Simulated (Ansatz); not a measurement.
**WSi₂ (space group I4/mmm, No. 139)**

```yaml
crystal:
  lattice:
    - [-1.60576, 1.60576, 3.90206]
    - [1.60576, -1.60576, 3.90206]
    - [1.60576, 1.60576, -3.90206]
  atoms:
    - { symbol: W, position: [0.00000, 0.00000, 0.00000] }
    - { symbol: Si, position: [0.33486, 0.33486, 0.00000] }
    - { symbol: Si, position: [0.66514, 0.66514, 0.00000] }
```

Method: plane-wave PAW DFT at the r2SCAN level (Ansatz, a first-principles code, 500 eV), scalar-relativistic without spin-orbit coupling. Settings: 20×20×20 k-points, 0.05 eV Fermi–Dirac smearing.

| Quantity | Result |
|---|---|
| Volume per atom | 13.42 Å³ |
| Density | 9.90 g/cm³ |
| Band gap | zero |
| Total energy | -3892.123 eV/atom (σ→0; compares only within this code and set-up) |

No phonon test of stability was made. All final runs are without spin polarisation.
